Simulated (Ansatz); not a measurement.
Ansatz (a first-principles code) run on Se (R-3, 6 atoms in the cell): self-consistent single point.

Level of theory: PBEsol with spin-orbit coupling, default PAW files made with PBE (plane waves; Ansatz).

```xyz
6
Lattice="5.6810 3.2799 1.4763 -5.6810 3.2799 1.4763 0.0000 -6.5599 1.4763" Properties=species:S:1:pos:R:3 pbc="T T T"
Se     0.6712    -4.5696     2.0098
Se     3.6218     2.8661     2.0098
Se    -4.2930     1.7035     2.0098
Se    -0.6712     4.5696     2.4192
Se    -3.6218    -2.8661     2.4192
Se     4.2930    -1.7035     2.4192
```

Reference input (self-consistent single point, DFT, LDA (PW92), plane waves, default PAW files made with PBE): basis.ecutwfc = 30.9 Ry; kpoints.mp_grid.grid = 6 6 6; hamiltonian.xc = lda; hamiltonian.pseudopotentials = {kind: paw} (the program's default PAW files); scf.occupations.method = methfessel_paxton; scf.occupations.width = 0.0147 Ry. This run's input differs from it in these lines:

Ansatz 0.2 input:
```diff
@@ -17,4 +17,7 @@
 hamiltonian:
-  xc: lda
+  xc: pbesol
   pseudopotentials: { kind: paw }
+magnetization:
+  noncollinear: true
+  spin_orbit: true
 scf:
```

Output (repeated stretches shortened):

```
SCF iter   1: F=—  HF=-32546.048637 eV  |F-HF|=—  |Δ(HF+E_count)|=         —  Δρ=2.83e-2  dr2=8.91e-1  dr2_m=0.00e0 (ungated)  ethr=3.10e-3  |M|=0.00e0 ∫|m|=0.00e0 μB  |m|>n=0.0e0 m-floor=0.0e0 τ_xc=0.0e0  β_m=0.30  ⟨swp⟩=8.8  Hψ=10960  notcnv=0  defer=18
all-band conjugate gradients solve this SCF's bands
preconditioner: auto → Resta (q_TF=auto, 2.493 Å⁻¹)
   [... lines left out ...]
SCF iter   7: F=—  HF=-32545.806814 eV  |F-HF|=—  |Δ(HF+E_count)|=   2.67e-5  S|Δr|=    0.00e0  Δρ=1.81e-5  dr2=8.13e-7  dr2_m=0.00e0 (ungated)  ethr=1.12e-8  |M|=0.00e0 ∫|m|=0.00e0 μB  |m|>n=0.0e0 m-floor=0.0e0 τ_xc=0.0e0  β_m=0.94  ⟨swp⟩=2.0  [...]
SCF iter   8: F=-32545.806815 eV  HF=-32545.806815 eV  |F-HF|=6.63e-8  |Δ(HF+E_count)|=   8.87e-7  S|Δr|=    0.00e0  Δρ=4.24e-6  dr2=4.93e-8  dr2_m=0.00e0 (ungated)  ethr=1.04e-10  |M|=0.00e0 ∫|m|=0.00e0 μB  |m|>n=0.0e0 m-floor=0.0e0 τ_xc=0.0e0  [...]
SCF 1 converged in 8 iterations: F = -32545.806815 eV  dr2 = 4.93e-8
Stability not checked (fill_not_monotonic)
Magnetization: |M| = 0.0000 μB,  M = (+0.0000, +0.0000, +0.0000) μB
Absolute magnetization: 0.0000 μB (∫|m|)
  site 0: m = (+0.0000, +0.0000, +0.0000) μB, |m| = 0.0000 μB  (R = 0.97 Å)
  site 1: m = (+0.0000, +0.0000, +0.0000) μB, |m| = 0.0000 μB  (R = 0.97 Å)
  site 2: m = (+0.0000, +0.0000, +0.0000) μB, |m| = 0.0000 μB  (R = 0.97 Å)
  site 3: m = (+0.0000, +0.0000, +0.0000) μB, |m| = 0.0000 μB  (R = 0.97 Å)
  site 4: m = (+0.0000, +0.0000, +0.0000) μB, |m| = 0.0000 μB  (R = 0.97 Å)
   [... lines left out ...]
Free energy (F): -32545.806815 eV
Fermi energy:    6.983130 eV
   [... lines left out ...]
  atom   6  Se    -0.16115919     0.26160110    -0.18106158
--- Stress (GPa, compression-positive) ---
        0.112677       0.000000      -0.000000
       -0.000000       0.112677       0.000000
       -0.000000       0.000000       0.296493
  P = ⅓ Tr σ = 0.1739 GPa (1.739 kbar)
  The stress holds the Pulay correction. Without it, at fixed plane waves, as pw.x and ABINIT print it: P = 0.1597 GPa
```

The run converged in 8 iterations. Against the reference run the pressure goes from -1.35 to 0.17 GPa and the largest force goes from 0.266 to 0.357 eV/Å.

The starting cell comes from a database of published, mostly measured structures (it also holds non-ambient and calculated ones), without a prior relaxation at this level. Ansatz's pressure includes its estimate of the finite-basis (Pulay) stress.

Cost on one core of a shared machine: roughly 70 s.
